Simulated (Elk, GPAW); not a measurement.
A GPAW input for a self-consistent single point of Cl2 (Cmce, 4 atoms in the cell) (DFT PBE, plane waves, GPAW PAW datasets PBE (gpaw-data 1.0.1)):

```python
from ase import Atoms
from ase.units import GPa
from gpaw import GPAW, PW, FermiDirac

atoms = Atoms(['Cl', 'Cl', 'Cl', 'Cl'],
              cell=[[3.167891, -1.996763, 0.000000],
                    [3.167891, 1.996763, 0.000000],
                    [0.000000, 0.000000, 8.154479]],
              scaled_positions=[[0.885480, 0.114520, 0.604750],
                                [0.114520, 0.885480, 0.395250],
                                [0.614520, 0.385480, 0.104750],
                                [0.385480, 0.614520, 0.895250]],
              pbc=True)

calc = GPAW(mode=PW(600),
            xc='PBE',
            kpts={'size': (9, 9, 4), 'gamma': True},
            occupations=FermiDirac(0.05),
            nbands=-6,
            convergence={'density': 1e-05, 'energy': 1e-05, 'bands': -4},
            symmetry={'symmorphic': False, 'tolerance': 0.0005},
            maxiter=150)

atoms.calc = calc

energy = atoms.get_potential_energy()
print('Energy (eV):', round(energy, 6))
forces = atoms.get_forces()
print('Forces (eV/Ang):')
print(forces.round(5))
stress = atoms.get_stress()
print('Stress (GPa, Voigt):', (stress / GPa).round(4))
```

Problem. Translate this input to Elk.

Solution. This is the input that was run; spellings and numerical settings could be chosen otherwise.

```
tasks
  0

xctype
  20

swidth
  0.00183747

maxscl
  100

scale
  1.889726125

avec
    3.1678910000   -1.9967630000    0.0000000000
    3.1678910000    1.9967630000    0.0000000000
    0.0000000000    0.0000000000    8.1544790000

sppath
  './'

atoms
  1
  'Cl.in'
  4
  0.8854800000  0.1145200000  0.6047500000    0.0 0.0 0.0
  0.1145200000  0.8854800000  0.3952500000    0.0 0.0 0.0
  0.6145200000  0.3854800000  0.1047500000    0.0 0.0 0.0
  0.3854800000  0.6145200000  0.8952500000    0.0 0.0 0.0

ngridk
  9 9 4
```

Basis settings and potentials, where a program has them, do not carry over. This input uses DFT, PBE, all-electron FP-LAPW, Elk's shipped species files, default APW+lo basis.

The starting cell comes from a database of computed structures (which also holds hypothetical and non-ambient phases and stackings), without a prior relaxation at this level. Its lattice was rescaled by a random factor within 2.5 % of one. For this run, on top of that: lattice scaled by 0.98.
